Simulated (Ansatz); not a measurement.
Base system: K in the bcc (W type) structure (space group Im-3m, No. 229; a = 5.3442 Å).

All numbers come from r2SCAN in Ansatz (plane waves to 500 eV, PAW, scalar-relativistic without spin-orbit coupling), earlier PAW set.

One change was made to it. Results:

```tsv
quantity	base	after
density	0.85 g/cm³	1.54 g/cm³
band gap	zero	zero
```

Task: Which of these changes matches the shifts?
A) K → Li
B) K → Ca
C) K → Sc

Result: B, K → Ca. For comparison, the density in the other runs: K → Sc gives 2.97 g/cm³; K → Li gives 0.55 g/cm³.

Stability against distortions was not tested. As relaxed here, Sc is a hypothetical phase, not in the database extracts checked. The final runs are not spin-polarised. Sc has a high density of states at the Fermi level and may be magnetic at this level. This is not the structure that Ca has at room temperature and ambient pressure.

Ansatz is an electronic-structure program.
